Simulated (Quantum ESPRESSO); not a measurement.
Input and output of a self-consistent single point for InSe (P6_3/mmc, 8 atoms in the cell) (Quantum ESPRESSO).

Method: LDA (PZ), GBRV 1.5 ultrasoft (LDA) pseudopotentials (plane waves; Quantum ESPRESSO 7.5).

```
InSe
1.0
    4.01344     0.00000     0.00000
   -2.00672     3.47574     0.00000
    0.00000     0.00000    17.30644
In Se
4 4
Direct
  0.33333   0.66667   0.33030
  0.66667   0.33333   0.66970
  0.66667   0.33333   0.83030
  0.33333   0.66667   0.16970
  0.33333   0.66667   0.59732
  0.66667   0.33333   0.40268
  0.66667   0.33333   0.09732
  0.33333   0.66667   0.90268
```

Reference input (self-consistent single point, DFT, PBE, plane waves, GBRV 1.5 ultrasoft (PBE) pseudopotentials): ecutwfc = 40 Ry; ecutrho = 200 Ry; occupations = smearing; smearing = fd; degauss = 0.0036749 Ry; potentials = {In: in_pbe_v1.4.uspp.F.UPF, Se: se_pbe_v1.uspp.F.UPF}; K_POINTS = automatic 5 5 1 0 0 0; conv_thr = 1e-10 Ry; mixing_beta = 0.5. This run's input differs from it in these lines:

```diff
@@ -22,4 +22,4 @@
 ATOMIC_SPECIES
-In   114.8180  in_pbe_v1.4.uspp.F.UPF
-Se    78.9710  se_pbe_v1.uspp.F.UPF
+In   114.8180  in_lda_v1.4.uspp.F.UPF
+Se    78.9710  se_lda_v1.uspp.F.UPF
 ATOMIC_POSITIONS {crystal}
```

Log, with long lists cut:

```
     Self-consistent Calculation

     iteration #  1     ecut=    40.00 Ry     beta= 0.50

     total energy              =    -702.80990775 Ry
     estimated scf accuracy    <       8.34194505 Ry

     iteration #  2     ecut=    40.00 Ry     beta= 0.50

     total energy              =    -705.29311062 Ry
     estimated scf accuracy    <       0.74012338 Ry

     iteration #  3     ecut=    40.00 Ry     beta= 0.50

     total energy              =    -705.42096280 Ry
     estimated scf accuracy    <       0.26531812 Ry

   [... 6 blocks of this kind left out ...]

     iteration # 10     ecut=    40.00 Ry     beta= 0.50

     total energy              =    -705.46555303 Ry
     estimated scf accuracy    <          3.5E-10 Ry

     iteration # 11     ecut=    40.00 Ry     beta= 0.50
     End of self-consistent calculation

     the Fermi energy is     5.6899 ev

!    total energy              =    -705.46555303 Ry
     estimated scf accuracy    <          4.9E-11 Ry
     smearing contrib. (-TS)   =      -0.00009134 Ry
     internal energy E=F+TS    =    -705.46546170 Ry

     convergence has been achieved in  11 iterations

     Forces acting on atoms (cartesian axes, Ry/au):

     atom    1 type  1   force =     0.00000000   -0.00000000   -0.00453792
     atom    2 type  1   force =     0.00000000    0.00000000    0.00453792
     atom    3 type  1   force =    -0.00000000   -0.00000000   -0.00453792
     atom    4 type  1   force =     0.00000000   -0.00000000    0.00453792
     atom    5 type  2   force =     0.00000000   -0.00000000    0.00019392
   [... lines left out ...]

     Total force =     0.009084     Total SCF correction =     0.000015

          total   stress  (Ry/bohr**3)                   (kbar)     P=      -18.47
  -0.00012170   0.00000000   0.00000000          -17.90        0.00        0.00
   0.00000000  -0.00012170   0.00000000            0.00      -17.90        0.00
   0.00000000   0.00000000  -0.00013334            0.00        0.00      -19.62

   JOB DONE.
```

The run converged in 11 iterations. Against the reference run the pressure goes from 2.20 to -1.85 GPa, the largest force goes from 0.353 to 0.117 eV/Å and the gap on the mesh goes from 0.567 to 0.331 eV.

The starting cell comes from a database of computed structures (which also holds hypothetical and non-ambient phases and stackings), without a prior relaxation at this level. Its lattice was rescaled by a random factor within 2.5 % of one.

Cost on one core of a shared machine: roughly 60 s.
